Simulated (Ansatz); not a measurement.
Base system: Hf$_{2}$BS (space group P6_3/mmc, No. 194; a = 3.4447 Å, c = 12.0057 Å; a hypothetical phase, not in the database extracts checked). Axes: x lies along a and z along c of the hexagonal cell.

Computed with Ansatz (a first-principles code), PBEsol, PAW, cutoff 420 eV, scalar-relativistic without spin-orbit coupling.

Base values:

| Item | Value |
|---|---|
| Pressure | 0.0 GPa |
| Shortest interatomic distance | 2.353 Å |

The change: tensile biaxial strain of 0.91 % in the plane normal to [001], as in epitaxy on a mismatched substrate; the out-of-plane cell vector and the atoms relax.

### Question
Estimate the effect on the pressure and shortest interatomic distance.

### Answer
The pressure (mean of the normal stresses, compression positive) goes from zero to -1.9 GPa; the shortest interatomic distance grows by 0.0112 Å, from 2.353 Å to 2.365 Å.

Without a gap, meshes like the base's 16×16×4 leave anisotropic stresses uncertain by several tenths of a GPa, and small strain energies with them. No phonon test of stability was made. The final runs are not spin-polarised.
